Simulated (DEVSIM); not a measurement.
Structure: Schottky contact on n-type GaN, at 300 K.

```csv
layer (left to right),material,thickness (μm),Nd (cm⁻³),τn (s),τp (s)
1,GaN,13.0,9.3e15,8.1e-9,8.1e-9
```

Left contact: Schottky, work function 5.06 eV, emission velocity 3.6e6 cm/s. Right contact: ohmic. Voltage is applied to the left contact. Recombination: SRH at mid-gap. Mobility is μmin + (μ − μmin)/(1 + (N/Nref)^α).

This is a model device: material constants are rounded textbook-type values typed into the input, and sizes, dopings and lifetimes were drawn at random. Values at 300 K.

```
parameter         GaN
-------------  ------
gap (eV)         3.43
affinity (eV)     4.1
permittivity      9.5
Nc (cm⁻³)      2.3e18
Nv (cm⁻³)      4.6e19
μn (cm²/Vs)      1200
μp (cm²/Vs)       100
μn,min             55
μp,min              3
Nref,n           2e17
Nref,p           3e17
αn                  1
αp                  2
```

DEVSIM, 1D drift-diffusion, Boltzmann statistics, complete ionisation; no tunnelling, impact ionisation, image-force lowering or self-heating. Metal contacts follow the ideal Schottky-Mott rule: no Fermi-level pinning, no interface dipoles.

The doping Nd of layer 1 was swept, all else fixed.

```tsv
doping Nd of layer 1 (cm^-3)	dark forward voltage at 1 A/cm² (V)	largest field in the device at zero bias (V/cm)	potential step across the device at zero bias (V)
2.8e14	0.641	8600	0.727
9.3e14	0.615	16000	0.758
2.8e15	0.604	28000	0.787
9.3e15	0.599	53000	0.818
2.8e16	0.598	93000	0.846
9.3e16	0.597	170000	0.877
2.8e17	0.597	300000	0.906
```

From the first row to the last the dark forward voltage at 1 A/cm² goes from 0.641 to 0.597. From the first row to the last the largest field in the device at zero bias goes from 8600 to 300000.
